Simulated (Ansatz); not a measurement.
The reference is Pb2Au (space group I4/mcm, No. 140).

```
Pb2Au
1.0
   -3.66218     3.66218     2.83730
    3.66218    -3.66218     2.83730
    3.66218     3.66218    -2.83730
Pb Au
4 2
Direct
  0.65957   0.15957   0.81913
  0.34043   0.84043   0.18087
  0.84043   0.65957   0.50000
  0.15957   0.34043   0.50000
  0.25000   0.25000   0.00000
  0.75000   0.75000   0.00000
```

Levels (all Ansatz, an electronic-structure program, PAW): PBEsol (420 eV, without spin-orbit coupling); PBEsol+SOC (420 eV, spin-orbit coupling included).

The geometry is relaxed with PBEsol.

PBEsol pressure: 0.0 GPa

With PBEsol+SOC at the same geometry, the pressure goes from zero to -0.4 GPa.

Single points use the geometry relaxed with PBEsol. The spin-orbit shifts are approximate. No phonon test of stability was made. The base started in Ibam and relaxed to I4/mcm at this level.
